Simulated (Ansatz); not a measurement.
Base system: BaS in the rock salt structure (space group Fm-3m, No. 225).

```
CELL_PARAMETERS angstrom
      0.00000     3.21440     3.21440
      3.21440     0.00000     3.21440
      3.21440     3.21440     0.00000
ATOMIC_POSITIONS crystal
  Ba 0.00000 0.00000 0.00000
  S  0.50000 0.50000 0.50000
```

Method: PBE/PAW in Ansatz (a first-principles code), scalar-relativistic without spin-orbit coupling.

Base values:

The gap character comes out as indirect, Γ → X and the width of the top valence band is 0.98 eV. The pressure is -0.01 GPa.

It is then changed as follows: every lattice vector is shortened by 3.00 %, atoms relaxed at fixed cell.

Question: Estimate the effect on the mean gap deformation potential ΔEg/Δln V.

Answer: The mean gap deformation potential ΔEg/Δln V comes out as +1.6 eV.

Question: Predict the new gap character.

Answer: The gap character stays indirect, Γ → X.

Question: Estimate the effect on the width of the top valence band.

Answer: The width of the top valence band grows by 0.17 eV (0.98 eV → 1.15 eV).

Question: What happens to the pressure?

Answer: The pressure grows by 4.674 GPa (-0.01 GPa → 4.67 GPa).

Question: How does this affect the energy relative to the base?

Answer: The energy increases by 39 meV/atom.

The cells carry an imposed strain or load. No phonon test of stability was made.
